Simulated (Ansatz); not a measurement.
Base system: Gd in the hcp (Mg type) structure (space group P6_3/mmc, No. 194; a = 3.569 Å, c = 5.700 Å; ferromagnetic; relaxed with 0.1 eV smearing). Axes: x lies along a and z along c of the hexagonal cell.

Level of theory: Ansatz (an electronic-structure program) PBEsol, no SOC, earlier PAW set.

Before the change:

- Pressure = 0.0 GPa

It is then changed as follows: tensile biaxial strain of 3.98 % in the plane normal to [001], as in epitaxy on a mismatched substrate; the out-of-plane cell vector and the atoms relax.

Task: What does the calculation give for the pressure after the change?

Result: The pressure (mean of the normal stresses, compression positive) goes from zero to -1.9 GPa.

Task: Estimate the effect on the ratio −ε⊥/ε∥.

Result: The ratio −ε⊥/ε∥ comes out as 0.44.

The magnetic state is the one reached from the starting moments; the real material's order can differ, and small cells can't hold many antiferromagnetic ones. The state of the 4f shell was not checked for lower solutions. Whether these cells are dynamically stable was not tested.
